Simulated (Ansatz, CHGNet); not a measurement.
**P (model structure, started from the lonsdaleite type, P6₃/mmc, No. 194, 4 atoms in the cell): properties by level of theory**

```
level (code)         lattice parameter a (Å)  c axis length (Å)
-------------------  -----------------------  -----------------
CHGNet 0.3.0                           3.657              6.084
PBE (Ansatz)                           3.281             12.807
PBEsol (Ansatz)                        3.236             11.467
PBE-D3(BJ) (Ansatz)                    3.246             10.283
r²SCAN (Ansatz)                        3.272             11.466
```

Caveats: the cell has another shape than the first-principles one, perhaps another minimum in the same group (CHGNet 0.3.0). Ansatz's density-functional and Hartree–Fock values are scalar-relativistic unless marked +SOC, with PAW data made under PBE.

The computed numbers hold no vibrational or temperature effects.

A model structure was made by putting elements into a prototype or built by hand; it is no filed structure, need not be a known phase, and can be a saddle point held by its symmetry.

Ansatz is a first-principles code.
